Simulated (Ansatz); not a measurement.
Given:

End structure of I on the 1x1 (110) surface of bcc Mo, one in a 2x2 cell, started at the site 'bridge Mo-Mo (span 3.2 Å)':

```yaml
crystal:
  lattice:
    - [5.47470, 0.00000, 0.00000]
    - [-1.82490, 5.16159, 0.00000]
    - [0.00000, 0.00000, 26.00000]
  atoms:
    - { symbol: Mo, position: [0.25000, 0.25000, 0.37429] }
    - { symbol: Mo, position: [0.25000, 0.75000, 0.37429] }
    - { symbol: Mo, position: [0.75000, 0.25000, 0.37429] }
    - { symbol: Mo, position: [0.75000, 0.75000, 0.37429] }
    - { symbol: Mo, position: [0.00000, 0.00000, 0.45665] }
    - { symbol: Mo, position: [0.00000, 0.50000, 0.45665] }
    - { symbol: Mo, position: [0.50000, 0.00000, 0.45665] }
    - { symbol: Mo, position: [0.50000, 0.50000, 0.45665] }
    - { symbol: Mo, position: [0.25000, 0.25000, 0.54251] }
    - { symbol: Mo, position: [0.25000, 0.75000, 0.54415] }
    - { symbol: Mo, position: [0.75000, 0.25000, 0.54415] }
    - { symbol: Mo, position: [0.75000, 0.75000, 0.54156] }
    - { symbol: Mo, position: [0.99833, 0.99833, 0.62536] }
    - { symbol: Mo, position: [0.99648, 0.50352, 0.62722] }
    - { symbol: Mo, position: [0.50352, 0.99648, 0.62722] }
    - { symbol: Mo, position: [0.50167, 0.50167, 0.62536] }
    - { symbol: I, position: [0.25000, 0.25000, 0.71479] }
```

Slab: 17 atoms, 6.5 Å thick at the start under the adsorbate (thin: gaps and levels are the slab's own); k 6x6x1, smearing 0.1 eV, dipole-corrected; 8 atoms held, the rest relaxed; symmetry of the start imposed; no spin, no spin-orbit, no U, no dispersion correction. At the end it is bonded to 4 Mo. In PBE this state lies 0.06 eV over the lowest of the starts that converged ('hollow Mo-Mo-Mo').

A negative adsorption energy means that the adsorbate is more stable on the surface than in its reference.

Q: What change of the work function does PBE in Ansatz (a quantum-chemistry and plane-wave program) give?

A: -0.69 eV

Q: Give the change of the step from the bottom to the top vacuum level, against the clean slab at the level PBE.

A: -0.64 eV

Q: Estimate the adsorption energy against ½ I2(g) that PBE returns for this input.

A: -2.39 eV

Q: Give the work function of the top face at the level PBE.

A: 3.90 eV
